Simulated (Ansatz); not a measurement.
ZrCdO3 (model structure, started from the tetragonal perovskite type, P4mm, No. 99, 5 atoms in the cell), treated with PBEsol (Ansatz, an electronic-structure program, plane waves, PAW).

Numerical settings: plane-wave cutoff 520 eV, 14×14×14 k mesh, Fermi–Dirac smearing 0.05 eV, scalar-relativistic PAW data made under PBE.

Cell (relaxed with PBEsol):

```
CELL_PARAMETERS angstrom
      4.08294     0.00000     0.00000
      0.00000     4.08294     0.00000
      0.00000     0.00000     4.24808
ATOMIC_POSITIONS crystal
  Zr 0.50000 0.50000 0.43543
  Cd 0.00000 0.00000 0.08045
  O  0.50000 0.50000 0.89526
  O  0.50000 0.00000 0.34743
  O  0.00000 0.50000 0.34743
```

Estimate the band gap that the calculation returns.


- band gap = 0.48 eV (on the SCF k mesh)

Note: the relaxation could raise the start's symmetry but not lower it, so the cell can be a saddle point.

Spin–orbit coupling is not included.

A model structure was made by putting elements into a prototype or built by hand; it is no filed structure, need not be a known phase, and can be a saddle point held by its symmetry.
